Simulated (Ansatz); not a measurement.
A self-consistent single point of Ag (Fm-3m, 1 atom in the cell) with Ansatz (a program for electronic structure).

Computed with PBE, PAW files (plane waves; Ansatz).

The change in words: lattice scaled by 1.03; basis.ecutwfc: 30.9 Ry → 18.4 Ry. Reference geometry:
```
CELL_PARAMETERS angstrom
      0.00000     2.00129     2.00129
      2.00129     0.00000     2.00129
      2.00129     2.00129     0.00000
ATOMIC_POSITIONS crystal
  Ag 0.00000 0.00000 0.00000
```

Reference input (self-consistent single point, DFT, PBE, plane waves, PAW files): basis.ecutwfc = 30.9 Ry; kpoints.mp_grid.grid = 14 14 14; hamiltonian.xc = pbe; hamiltonian.pseudopotentials = {kind: paw} (the program's default PAW files); scf.occupations.method = gaussian; scf.occupations.width = 0.02 Ry. This run's input differs from it in these lines:

Ansatz 0.2 input:
```diff
@@ -2,5 +2,5 @@
   lattice:
-    - [0.000000, 2.001286, 2.001286]
-    - [2.001286, 0.000000, 2.001286]
-    - [2.001286, 2.001286, 0.000000]
+    - [0.000000, 2.061325, 2.061325]
+    - [2.061325, 0.000000, 2.061325]
+    - [2.061325, 2.061325, 0.000000]
   atoms:
@@ -8,3 +8,3 @@
 basis:
-  ecutwfc: 30.9 Ry
+  ecutwfc: 18.4 Ry
 kpoints:
```

Log, with long lists cut:

```
SCF iter   1: F=—  HF=-7590.019695 eV  |F-HF|=—  |Δ(HF+E_count)|=         —  Δρ=8.93e-2  dr2=1.32e0  ethr=3.10e-3  ⟨swp⟩=4.8  Hψ=6588  notcnv=0
all-band conjugate gradients solve this SCF's bands
preconditioner: auto → none
SCF iter   2: F=—  HF=-7589.644379 eV  |F-HF|=—  |Δ(HF+E_count)|=   3.75e-1  Δρ=2.25e-2  dr2=1.02e-1  ethr=3.10e-3  ⟨swp⟩=2.8  Hψ=3493  notcnv=0  defer=27
SCF iter   3: F=—  HF=-7589.630556 eV  |F-HF|=—  |Δ(HF+E_count)|=   1.38e-2  Δρ=6.76e-3  dr2=3.32e-3  ethr=5.37e-4  ⟨swp⟩=2.0  Hψ=2045  notcnv=0  defer=27
SCF iter   4: F=—  HF=-7589.634019 eV  |F-HF|=—  |Δ(HF+E_count)|=   3.46e-3  Δρ=9.85e-4  dr2=9.51e-5  ethr=1.75e-5  ⟨swp⟩=2.1  Hψ=2183  notcnv=0  defer=27
SCF iter   5: F=—  HF=-7589.634058 eV  |F-HF|=—  |Δ(HF+E_count)|=   3.95e-5  Δρ=5.73e-5  dr2=3.22e-7  ethr=5.01e-7  ⟨swp⟩=2.8  Hψ=2419  notcnv=0  defer=27
SCF iter   6: F=-7589.634058 eV  HF=-7589.634058 eV  |F-HF|=9.83e-9  |Δ(HF+E_count)|=   5.93e-8  Δρ=9.75e-6  dr2=1.78e-8  ethr=5.26e-10  ⟨swp⟩=4.8  Hψ=5723  notcnv=0
SCF 1 converged in 6 iterations: F = -7589.634058 eV  dr2 = 1.78e-8
Free energy (F): -7589.634058 eV
Internal energy: -7589.623550 eV  (E = F + TS)
E sigma→0 (E₀):  -7589.628804 eV
Entropy (-TS):   -0.010508 eV (-10.508 meV/atom)
Fermi energy:    16.574934 eV
--- Forces (eV/Å), atoms counted from 1 ---
  atom   1  Ag    -0.00000000     0.00000000     0.00000000
--- Stress (GPa, compression-positive) ---
        3.951487      -0.000000       0.000000
        0.000000       3.951487      -0.000000
       -0.000000       0.000000       3.951487
  P = ⅓ Tr σ = 3.9515 GPa (39.515 kbar)
  The stress holds the Pulay correction. Without it, at fixed plane waves, as pw.x and ABINIT print it: P = -64.0188 GPa
```

The run converged in 6 iterations. Against the reference run the free energy rises by 917 meV/atom and the pressure goes from 13.39 to 3.95 GPa.

The starting cell comes from a database of computed structures (which also holds hypothetical and non-ambient phases and stackings), without a prior relaxation at this level. Its lattice was rescaled by a random factor within 2.5 % of one. For this run, on top of that: lattice scaled by 1.03. Ansatz's pressure includes its estimate of the finite-basis (Pulay) stress. Without the estimate this run gives -64.02 GPa. The cutoff lies below the one recommended for these files.
